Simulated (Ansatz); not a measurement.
Cu3N: response to strain

Consider Cu3N (space group Pm-3m, No. 221).

```yaml
crystal:
  lattice:
    - [3.82686, 0.00000, 0.00000]
    - [0.00000, 3.82686, 0.00000]
    - [0.00000, 0.00000, 3.82686]
  atoms:
    - { symbol: Cu, position: [0.50000, 0.00000, 0.00000] }
    - { symbol: Cu, position: [0.00000, 0.50000, 0.00000] }
    - { symbol: Cu, position: [0.00000, 0.00000, 0.50000] }
    - { symbol: N, position: [0.00000, 0.00000, 0.00000] }
```

Cartesian axes are those of the cell as printed.

Strains are applied to the cell and any free atomic positions relax; under biaxial strain the out-of-plane vector relaxes too.

The values are results of Ansatz (an electronic-structure program) PBE, spin-orbit coupling left out, not measurements.

| case | smallest direct gap | out-of-plane strain | band gap |
|---|---|---|---|
| base | 0.75 eV | – | 0.22 eV |
| biaxial strain +0.50 %, plane normal [111], relaxed out of plane | 0.75 eV | -0.73 % | 0.19 eV |
| biaxial strain +1.00 %, plane normal [111], relaxed out of plane | 0.68 eV | -1.46 % | 0.16 eV |
| biaxial strain +1.50 %, plane normal [111], relaxed out of plane | 0.62 eV | -2.18 % | 0.14 eV |
| biaxial strain +2.00 %, plane normal [111], relaxed out of plane | 0.55 eV | -2.90 % | 0.11 eV |
| biaxial strain +2.50 %, plane normal [111], relaxed out of plane | 0.49 eV | -3.62 % | 0.09 eV |

No phonon test of stability was made. The final runs are not spin-polarised. A zero or small gap of Cu3N can be the functional's error rather than a property of the material.
